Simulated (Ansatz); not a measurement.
Response to strain in GaP

Start from GaP in the zinc blende structure (space group F-43m, No. 216).

```yaml
crystal:
  lattice:
    - [0.00000, 2.69570, 2.69570]
    - [2.69570, 0.00000, 2.69570]
    - [2.69570, 2.69570, 0.00000]
  atoms:
    - { symbol: Ga, position: [0.00000, 0.00000, 0.00000] }
    - { symbol: P, position: [0.25000, 0.25000, 0.25000] }
```

Cartesian axes are those of the cell as printed.

Strains are applied to the cell and any free atomic positions relax; under biaxial strain the out-of-plane vector relaxes too.

The values are results of LDA (Ansatz, a quantum-chemistry and plane-wave program; PAW; 420 eV plane waves; no SOC), not measurements.

Notes on the quantities. energy relative to the base: free energy F.

```tsv
biaxial strain, plane normal [111], relaxed out of plane (%)	energy relative to the base (meV/atom)
0	0.0
0.42	0.5
0.83	1.7
1.25	3.9
1.67	6.9
2.08	?
2.5	15.1
```

Question: Fit ΔE = Aε² + Bε³ (ε in %) to the rows shown and predict the withheld row.

Answer: Least squares on the printed values gives A = 2.58 and B = -0.064 meV/atom (largest residual 0.1 meV/atom); this predicts 10.6 meV/atom, and the run gives 10.5 meV/atom, in agreement.

Whether these cells are dynamically stable was not tested.
